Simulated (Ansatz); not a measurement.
The starting structures come from a database of crystals and need not be the phases stable at ambient conditions.

## Evanescent states of Y₂MgSe₄ (Fd-3m, spinel, not sure to be the ambient phase, 14 atoms a cell, 28.1 Å³ an atom) along the normal of (001)

Computed with r2SCAN (plane waves, PAW; Ansatz, an electronic-structure program).

The gap is the functional's own, uncorrected, and κ follows it; spin-orbit coupling is left out. Mid-gap values are interpolated between the computed energies.

Energies count from the valence-band top; κ is the least over a 4×4 mesh across the current.

```
E (eV)  κ (1/Å)  where
------  -------  -----
0.05      0.060      Γ
0.15      0.102      Γ
0.25      0.128      Γ
0.35      0.148      Γ
0.45      0.164      Γ
0.55      0.177      Γ
0.65      0.188      Γ
0.75      0.196      Γ
0.85      0.202      Γ
0.95      0.205      Γ
1.05      0.206      Γ
1.15      0.203      Γ
1.25      0.196      Γ
1.35      0.184      Γ
1.45      0.169      Γ
1.55      0.149      Γ
1.65      0.121      Γ
1.75      0.079      Γ
```

Task: How thick must the barrier be to attenuate the transmission by 10^6 when the electrodes' Fermi level lies at 1.15 eV, and what attenuation does that film give at 1.65 eV?

Result: d = 6 ln 10 / (2 × 0.203) = 34.0 Å. At 1.65 eV it gives 6 × 0.121/0.203 = 3.6 decades.
